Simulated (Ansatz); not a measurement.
The structure below was relaxed with PBEsol (Ansatz, a program for electronic structure), no spin-orbit coupling.

```
Os
1.0
   -2.41425     2.41425     1.34266
    2.41425    -2.41425     1.34266
    2.41425     2.41425    -1.34266
Os
2
Cartesian
  0.00000   2.41425   0.67133
  0.00000   0.00000   0.00000
```

Question: Find the space group and the Wyckoff positions.

Answer: Space group I4₁/amd, origin choice 1 (No. 141); a = b = 4.828 Å, c = 2.685 Å, α = β = γ = 90.00°

| atom | site | symmetry | x | y | z |
|---|---|---|---|---|---|
| Os | 4a | -4m2 | 0.0000 | 0.0000 | 0.0000 |

Question: Describe the coordination.

Answer: The crystal has 4 atoms in its conventional cell. Cell: a = b = 4.8285 Å, c = 2.6853 Å, α = β = γ = 90.00°. Os sees 4 Os at 2.506 Å and 2 Os at 2.685 Å. (Neighbours: up to the widest gap in distance over summed covalent radii, below 1.35, at either atom.)

No phonon test of stability was made. All final runs are without spin polarisation. The cell was made from Sn by this change: Sn → Os; the result is a hypothetical phase, not in the database extracts checked. Os has a high density of states at the Fermi level and may be magnetic at this level.
